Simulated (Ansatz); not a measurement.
**CoSi2: thickness series**

Base system: CoSi2 (space group Fm-3m, No. 225; non-magnetic).

```xyz
3
Lattice="0.0000 2.6573 2.6573 2.6573 0.0000 2.6573 2.6573 2.6573 0.0000" Properties=species:S:1:pos:R:3 pbc="T T T"
Co     0.0000     0.0000     0.0000
Si     1.3287     1.3287     1.3287
Si     3.9860     3.9860     3.9860
```

Cartesian axes are those of the cell as printed.

Free-standing slabs (3 atom(s) a layer) normal to [111] with 15 Å of vacuum; in-plane cell held at bulk.

Method: Ansatz (a quantum-chemistry and plane-wave program) r2SCAN, spin-orbit coupling left out, earlier PAW set.

Notes on the quantities. excess energy per area of both faces: slab less bulk energy over the cell's area: twice a surface energy; uncertain by up to 0.2 J/m².

```tsv
case	excess energy per area of both faces	thickness between the outermost nuclei	shortest interatomic distance	change of the spacing d12 from its bulk value of 0.767 Å
base	–	–	2.301 Å	–
1 layer	–	1.16 Å	2.246 Å	-24.5 %
2 layers	3.2 J/m²	4.39 Å	2.267 Å	-14.3 %
3 layers	3.5 J/m²	7.54 Å	2.269 Å	-13.5 %
4 layers	3.4 J/m²	10.46 Å	2.266 Å	-14.6 %
5 layers	3.3 J/m²	13.58 Å	2.266 Å	-14.9 %
6 layers	3.4 J/m²	16.67 Å	2.267 Å	-14.2 %
```

Slab and bulk use different k-meshes, which limits the precision of the excess energy. Stability against distortions was not tested. Starting moments died away, wholly or in part, for the base; another magnetic solution may exist. The final runs are not spin-polarised. An odd electron count without spin: CoSi2.
